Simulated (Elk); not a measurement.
Elk run on MgS (Fm-3m, 2 atoms in the cell): self-consistent single point.

Computed with Elk with PBE, all-electron FP-LAPW, Elk's shipped species files, default APW+lo basis.

The change in words: lattice scaled by 0.98. Reference geometry:
```
CELL_PARAMETERS angstrom
      0.00000     2.61924     2.61924
      2.61924     0.00000     2.61924
      2.61924     2.61924     0.00000
ATOMIC_POSITIONS crystal
  Mg 0.00000 0.00000 0.00000
  S  0.50000 0.50000 0.50000
```

Reference input (self-consistent single point, DFT, PBE, all-electron FP-LAPW, Elk's shipped species files, default APW+lo basis): xctype = 20; rgkmax = 7; stype = 3; swidth = 0.000734986 Ha; ngridk = 7 7 7. This run's input differs from it in these lines:

```diff
@@ -16,5 +16,5 @@
 avec
-    0.0000000000    4.9496557033    4.9496557033
-    4.9496557033    0.0000000000    4.9496557033
-    4.9496557033    4.9496557033    0.0000000000
+    0.0000000000    4.8506624003    4.8506624003
+    4.8506624003    0.0000000000    4.8506624003
+    4.8506624003    4.8506624003    0.0000000000
```

The program printed (abridged):

```
│ Self-consistent loop started │
│ Loop number : 1 │
 total energy                :     -603.197672805
│ Loop number : 2 │
 total energy                :     -603.153886863
RMS change in Kohn-Sham potential (target) :   0.8536303973     (  0.1000000000E-05)
Absolute change in total energy (target)   :   0.4378594217E-01 (  0.1000000000E-03)
│ Loop number : 3 │
 total energy                :     -601.886965748
RMS change in Kohn-Sham potential (target) :   0.5591532000     (  0.1000000000E-05)
Absolute change in total energy (target)   :    1.277867601     (  0.1000000000E-03)
│ Loop number : 4 │
   [... lines left out ...]
Absolute change in total energy (target)   :   0.1208371443E-02 (  0.1000000000E-03)
│ Loop number : 12 │
 total energy                :     -599.712458659
RMS change in Kohn-Sham potential (target) :   0.1043357824E-05 (  0.1000000000E-05)
Absolute change in total energy (target)   :   0.3009213990E-03 (  0.1000000000E-03)
│ Loop number : 13 │
 total energy                :     -599.712451158
RMS change in Kohn-Sham potential (target) :   0.4587367191E-06 (  0.1000000000E-05)
Absolute change in total energy (target)   :   0.8273160358E-04 (  0.1000000000E-03)
Convergence targets achieved

│ Loop number : 14 │

Energies :
 Fermi                       :     0.180763616481
 total energy                :     -599.712442984

Density of states at Fermi energy :   0.1360510553E-06
 (states/Hartree/unit cell)

Estimated indirect band gap :   0.1067057899
 from k-point      1 to k-point     15
Estimated direct band gap   :   0.1430251565
 at k-point      1

Charges :
 core                        :    12.00000000
 valence                     :    16.00000000
 interstitial                :    2.860540620
 muffin-tins (core leakage)
  species :    1 (Mg)
   atom    1                 :    10.49495661     (   0.000000000    )
  species :    2 (S)
   atom    1                 :    14.64450277     (  0.7064519935E-04)
 total in muffin-tins        :    25.13945938
 total calculated charge     :    27.99017453
 total charge                :    28.00000000
 error                       :   0.9825472624E-02

│ Self-consistent loop stopped │
```

The run converged in 14 iterations. The count includes the last loop, which Elk runs after its targets are met. Against the reference run the free energy rises by 13.6 meV/atom and the gap on the mesh goes from 2.747 to 2.904 eV.

The starting cell comes from a database of computed structures (which also holds hypothetical and non-ambient phases and stackings), without a prior relaxation at this level. Its lattice was rescaled by a random factor within 2.5 % of one. For this run, on top of that: lattice scaled by 0.98. Values depend on the basis (sphere radii, cutoffs, local orbitals), which need not be converged.
